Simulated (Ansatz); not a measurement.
# A computed series for PbTe: pressure series

The parent structure is PbTe in the rock salt structure (space group Fm-3m, No. 225; a = 6.569 Å).

Cell and atoms are relaxed at each pressure.

Computed with Ansatz (a quantum-chemistry and plane-wave program), PBE, PAW, cutoff 420 eV, without spin-orbit coupling.

Base values:

```
Quantity    Value
--------  -------
Band gap  0.83 eV
```

### Question
The aim is a band gap between 0.41 eV and 0.47 eV. Which of these changes reaches it?
A) pressure −1 GPa
B) pressure 0.9 GPa
C) pressure 9 GPa

### Answer
C, pressure 9 GPa. It gives 0.45 eV; pressure −1 GPa gives 0.88 eV; pressure 0.9 GPa gives 0.79 eV. Changes not listed may reach it too

With Pb and Te present, leaving out spin-orbit coupling can change the band edges. Load acts through the strain it causes; cell and atoms are relaxed under it. No phonon test of stability was made. No other phases were tried under pressure.
